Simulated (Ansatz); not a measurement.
For AlCl3 (C2/m, No. 12), PBEsol (PAW; Ansatz, an electronic-structure program) gives:

```
Quantity                             Result
-----------------------------  ------------
cohesive energy                3.76 eV/atom
band gap at the measured cell       5.15 eV
```

What does HSE06 (PAW; Ansatz) give for the same quantities?


- cohesive energy: 3.50 eV/atom (decreases by 0.26 eV/atom)
- band gap at the measured cell: 6.69 eV (rises by 1.54 eV)

Changes are worked out from the printed values.

Unless a cell is named, each level is at its own relaxed cell (PBEsol 24.18, HSE06 25.95 Å³/atom).

Density-functional gaps are differences of (generalised) Kohn–Sham levels.

Ansatz's density-functional and Hartree–Fock values are scalar-relativistic unless marked +SOC, with PAW data made under PBE.
